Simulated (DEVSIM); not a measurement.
Device: TaN/HfO2/SiO2/p-Si capacitor, at 400 K.

Layer 1 from the left is HfO2, thickness (nm) 5.50. Layer 2 from the left is SiO2, thickness (nm) 0.510. Layer 3 from the left is Si, thickness (nm) 340, Na (cm⁻³) 1.4e17.

Metal gate on the left, work function 4.4 eV. Fixed charge at the semiconductor interface 0 cm⁻² (in units of +e); no interface traps.

Constants are typed, rounded textbook-type inputs, not results; the design itself was drawn at random and stands for no fabricated device. Values at 300 K; Nc and Nv go as T^1.5, mobilities as T to minus their exponent, the gap by Varshni's rule with the affinity fixed.

HfO2: gap (eV) 5.7, affinity (eV) 2.5, permittivity 22. SiO2: gap (eV) 9, affinity (eV) 0.9, permittivity 3.9. Si: gap (eV) 1.124, affinity (eV) 4.05, permittivity 11.7, Nc (cm⁻³) 2.86e19, Nv (cm⁻³) 3.1e19, Varshni α (eV/K) 0.000473, Varshni β (K) 636.

DEVSIM, 1D Poisson equation in equilibrium, Boltzmann statistics, complete ionisation; no quantum confinement or tunnelling. Metal contacts follow the ideal Schottky-Mott rule: no Fermi-level pinning, no interface dipoles.

### Question
What does the simulation give for the flat-band voltage, the minimum of the low-frequency capacitance, the threshold voltage (band bending 2φF)?

### Answer
flat-band voltage -0.55 V; minimum of the low-frequency capacitance 0.142 μF/cm²; threshold voltage (band bending 2φF) 0.23 V.
